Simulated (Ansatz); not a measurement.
Abridged Ansatz (a program for electronic structure) output:

```
Pseudopotential: Ce, paw, valence charge 12
Pseudopotential: O, paw, valence charge 6
Crystal: 3 atoms, lattice volume = 40.189 Å³
Basis set: ecut = 500 eV, 965 PW (Γ), exchange–correlation on 120×120×120 points (64 copies of the dense FFT grid, shifted against one another)
Bands: 22, of which v1, the nominal top of the filled ones, is band 12 counted from 1 (11 counted from 0)
Symmetry: 48 space group operations
k-points: 56 of 1331
Functional: x = r2scan, c = r2scan; τ floored in thin density (d = 2e-4 eV/Å³)
SCF iter   1: F=—  HF=-7735.919210 eV  |F-HF|=—  |Δ(HF+E_count)|=         —  Δρ=1.78e-1  dr2=5.95e0  dr2_τ=2.75e-1  ethr=3.10e-3  ⟨swp⟩=5.4  Hψ=5296  notcnv=0
SCF iter   2: F=—  HF=-7733.094740 eV  |F-HF|=—  |Δ(HF+E_count)|=    2.82e0  Δρ=8.83e-2  dr2=1.21e0  dr2_τ=4.85e-1  ethr=3.10e-3  ⟨swp⟩=4.0  Hψ=3593  notcnv=0  defer=168
SCF 1 converged in 14 iterations: F = -7732.819091 eV  dr2 = 6.08e-11
SCF converged after 14 iterations
Free energy (F): -7732.819091 eV
Internal energy: -7732.819091 eV  (E = F + TS)
E sigma→0 (E₀):  -7732.819091 eV
Fermi energy:    11.767272 eV
--- Forces (eV/Å), atoms counted from 1 ---
  atom   1  Ce    -0.00000000     0.00000000     0.00000000
  atom   2  O      0.00000000    -0.00000000     0.00000000
  atom   3  O      0.00000000    -0.00000000    -0.00000000
--- Stress (GPa, compression-positive) ---
       -0.000115      -0.000000      -0.000000
        0.000000      -0.000115      -0.000000
       -0.000000      -0.000000      -0.000115
  P = ⅓ Tr σ = -0.0001 GPa (-0.001 kbar)
```

**Question.** What was computed, and what are the main results?

**Answer.** CeO2, 3 atoms in the cell, with Ansatz r2SCAN, without spin-orbit coupling. The last SCF converged to F = -7732.819091 eV, or -2577.6064 eV per atom, at a pressure of 0.00 GPa. The total energy compares only with runs of the same code, potentials and settings.

Whether these cells are dynamically stable was not tested. Seeded moments were not kept for ↑↓ start, q = (0, 0, 1/2), 6 atoms. All final runs are without spin polarisation. The cell was made from CeO$_{2}$ in the fluorite structure (space group Fm-3m, No. 225) by this change: ↑↓ start, q = (0, 0, 1/2), 6 atoms.
